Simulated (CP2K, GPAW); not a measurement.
A GPAW input for a self-consistent single point of SrZn₂Ge₂ (I4/mmm, 5 atoms in the cell) (DFT PBEsol, plane waves, GPAW PAW datasets PBEsol (made by gpaw-setup)):

```python
from ase import Atoms
from ase.units import GPa
from gpaw import GPAW, PW, FermiDirac

atoms = Atoms(['Sr', 'Zn', 'Zn', 'Ge', 'Ge'],
              cell=[[-2.151904, 2.151904, 5.159350],
                    [2.151904, -2.151904, 5.159350],
                    [2.151904, 2.151904, -5.159350]],
              scaled_positions=[[0.000000, 0.000000, 0.000000],
                                [0.250000, 0.750000, 0.500000],
                                [0.750000, 0.250000, 0.500000],
                                [0.620410, 0.620410, 0.000000],
                                [0.379590, 0.379590, 0.000000]],
              pbc=True)

calc = GPAW(mode=PW(850),
            xc='PBEsol',
            kpts={'size': (6, 6, 6), 'gamma': True},
            occupations=FermiDirac(0.1),
            nbands=-11,
            convergence={'density': 1e-05, 'energy': 1e-05},
            symmetry={'symmorphic': False, 'tolerance': 0.0005},
            maxiter=100,
            txt='-')

atoms.calc = calc

energy = atoms.get_potential_energy()
print('Energy (eV):', round(energy, 6))
forces = atoms.get_forces()
print('Forces (eV/Ang):')
print(forces.round(5))
stress = atoms.get_stress()
print('Stress (GPa, Voigt):', (stress / GPa).round(4))
```

Question: Give the CP2K input for the same structure, mesh, smearing and functional.

Answer: This is the input that was run; spellings and numerical settings could be chosen otherwise.

```
&GLOBAL
  PROJECT scf
  RUN_TYPE ENERGY_FORCE
  PRINT_LEVEL MEDIUM
&END GLOBAL
&FORCE_EVAL
  METHOD Quickstep
  STRESS_TENSOR ANALYTICAL
  &DFT
    BASIS_SET_FILE_NAME BASIS_MOLOPT_UCL
    POTENTIAL_FILE_NAME GTH_POTENTIALS
    &QS
      METHOD GPW
      EPS_DEFAULT 1E-10
    &END QS
    &MGRID
      CUTOFF 600
      REL_CUTOFF 50
      NGRIDS 5
    &END MGRID
    &SCF
      SCF_GUESS ATOMIC
      EPS_SCF 1E-7
      MAX_SCF 100
      ADDED_MOS 8
      &DIAGONALIZATION
        ALGORITHM STANDARD
      &END DIAGONALIZATION
      &MIXING
        METHOD BROYDEN_MIXING
        ALPHA 0.2
        NBUFFER 12
        BETA 1.5
      &END MIXING
      &SMEAR ON
        METHOD FERMI_DIRAC
        ELECTRONIC_TEMPERATURE [K] 1160.45
      &END SMEAR
    &END SCF
    &KPOINTS
      SCHEME MONKHORST-PACK 6 6 6
      GAMMA_CENTERED T
    &END KPOINTS
    &XC
      &XC_FUNCTIONAL
        &PBE
          PARAMETRIZATION PBESOL
        &END PBE
      &END XC_FUNCTIONAL
    &END XC
    &PRINT
      &MO
        EIGENVALUES T
        OCCUPATION_NUMBERS T
        NDIGITS 8
        FILENAME mo
        &EACH
          QS_SCF 0
        &END EACH
        ADD_LAST NUMERIC
      &END MO
      &MULLIKEN ON
      &END MULLIKEN
    &END PRINT
  &END DFT
  &SUBSYS
    &CELL
      ABC 5.99001500 5.99001409 5.99001468
      ALPHA_BETA_GAMMA 137.89189084 137.89189420 61.06860832
      PERIODIC XYZ
    &END CELL
    &COORD
      Sr       0.00000000     0.00000000     0.00000000
      Zn       1.44887050     2.62122900     1.52162600
      Zn       2.99500750     0.00000000     1.52162600
      Ge       5.51405270     3.25247337     0.00000000
      Ge       3.37370330     1.98998463     0.00000000
    &END COORD
    &KIND Sr
      BASIS_SET TZVP-MOLOPT-SR-GTH
      POTENTIAL GTH-PBE-q10
    &END KIND
    &KIND Zn
      BASIS_SET TZVP-MOLOPT-SR-GTH
      POTENTIAL GTH-PBE-q12
    &END KIND
    &KIND Ge
      BASIS_SET TZVP-MOLOPT-SR-GTH
      POTENTIAL GTH-PBE-q4
    &END KIND
  &END SUBSYS
  &PRINT
    &FORCES ON
    &END FORCES
    &STRESS_TENSOR ON
    &END STRESS_TENSOR
  &END PRINT
&END FORCE_EVAL
```

Basis settings and potentials, where a program has them, do not carry over. This input uses DFT PBEsol, GPW, TZVP-MOLOPT-SR-GTH basis, GTH-PBE potentials (GTH_POTENTIALS).

The starting cell comes from a database of computed structures (which also holds hypothetical and non-ambient phases and stackings), without a prior relaxation at this level. Its lattice was rescaled by a random factor within 2.5 % of one.
